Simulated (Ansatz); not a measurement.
We consider ZnS (model structure, started from the BeO type, P4₂/mnm, No. 136, 8 atoms in the cell), described by LDA (PAW; Ansatz, a program for electronic structure).

Settings: plane-wave cutoff 520 eV, 6×6×10 k mesh (along the axes of the cell as run), Fermi–Dirac smearing 0.01 eV, scalar-relativistic PAW data made under PBE.

Cell (relaxed at this level):

```cif
data_S4Zn4
_chemical_formula_sum 'Zn4 S4'
_space_group_name_H-M_alt 'P 1'
_space_group_IT_number 1
_cell_length_a 6.44068
_cell_length_b 6.44068
_cell_length_c 3.76778
_cell_angle_alpha 90.000
_cell_angle_beta 90.000
_cell_angle_gamma 90.000
loop_
_space_group_symop_operation_xyz
  'x, y, z'
loop_
_atom_site_label
_atom_site_type_symbol
_atom_site_fract_x
_atom_site_fract_y
_atom_site_fract_z
_atom_site_occupancy
Zn1 Zn 0.32541 0.67459 0.00000 1
Zn2 Zn 0.67459 0.32541 0.00000 1
Zn3 Zn 0.82541 0.82541 0.50000 1
Zn4 Zn 0.17459 0.17459 0.50000 1
S1 S 0.31319 0.31319 0.00000 1
S2 S 0.68681 0.68681 0.00000 1
S3 S 0.18681 0.81319 0.50000 1
S4 S 0.81319 0.18681 0.50000 1
```

Problem. Predict the band gap.

Solution. 
- band gap = 2.27 eV (direct)

Note: the relaxation could raise the start's symmetry but not lower it, so the cell can be a saddle point.

A model structure was made by putting elements into a prototype or built by hand; it is no filed structure, need not be a known phase, and can be a saddle point held by its symmetry.
